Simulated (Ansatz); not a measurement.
The (321) surface of germanium in its 1x1 cell, relaxed from an ideal cut (the real face may reconstruct), outermost plane spacing 0.77 Å in the ideal cut (in the relaxation like top atoms buckled by 0.6 Å)

The numbers are results of r2SCAN, at the PBE geometry (plane waves to 500 eV, PAW; Ansatz, a program for electronic structure), not measurements.

Model: 30-atom slab, 10.8 Å thick at the start, 4x3x1 mesh, Fermi-Dirac 0.025 eV, dipole correction, single point; on the structure that PBE left under its start's symmetry; no spin (no spin-polarised run to compare, though such a face may carry moments), no spin-orbit, no U. The slab shows no gap on its mesh.

```
Property                                                  Result
-----------------------------------  ---------------------------
surface energy (mean of both faces)                    1.19 J/m²
work function of the top face                            4.31 eV
cost                                 very roughly 6 core-minutes
```
